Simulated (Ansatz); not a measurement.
Here is the system:

End structure of the (210) surface of fcc Au in its 1x1 cell, outermost plane spacing 0.93 Å in the ideal cut:

```xyz
12
Lattice="4.1572 0.0000 0.0000 -2.0786 4.6479 0.0000 0.0000 0.0000 26.5000" Properties=species:S:1:pos:R:3 pbc="T T T"
Au     0.0046     2.8026     8.3617
Au     2.0835     0.9895     8.9673
Au     2.0826     3.8394     9.9117
Au     0.0020     1.8477    10.9905
Au     2.0800    -0.0167    11.8338
Au     2.0786     2.8010    12.7772
Au     0.0000     0.9173    13.7228
Au    -0.0014     3.7350    14.6662
Au     2.0766     1.8707    15.5095
Au    -0.0040    -0.1211    16.5883
Au    -0.0049     2.7288    17.5327
Au     2.0740     0.9158    18.1383
```

Slab: 12 atoms, 10.2 Å thick at the start (thin: gaps and levels are the slab's own); k 10x8x1, smearing 0.1 eV, dipole-corrected; single point; on the structure that PBE left under its start's symmetry; no spin, no spin-orbit, no U.

Question: Predict the surface energy (mean of both faces) from r2SCAN, at the PBE geometry (Ansatz, a quantum-chemistry and plane-wave program).

Answer: 1.11 J/m²

Question: Predict the work function of the top face from r2SCAN, at the PBE geometry.

Answer: 4.99 eV
